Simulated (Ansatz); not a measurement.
Input:

```
CELL_PARAMETERS angstrom
      0.00000     3.31921     3.31921
      3.31921     0.00000     3.31921
      3.31921     3.31921     0.00000
ATOMIC_POSITIONS crystal
  K  0.00000 0.00000 0.00000
  Br 0.50000 0.50000 0.50000
```

No spin polarisation.

Computed with Kohn–Sham DFT with the PBE functional, run in Ansatz (an electronic-structure program) with PAW and 420 eV plane waves, no SOC. Γ-centred 9×9×9 mesh, Fermi–Dirac width 0.05 eV.

What is the computed electron mass?

0.38 mₑ (at Γ).

What is the computed pressure?

0.44 GPa.

The levels and masses belong to the bands next to the band gap. The cells carry an imposed strain or load. Masses are band curvatures over ±0.01 Å⁻¹ around the edge. Whether these cells are dynamically stable was not tested. The cell was made from KBr in the rock salt structure (space group Fm-3m, No. 225) by this change: isotropic strain −1.00 %.
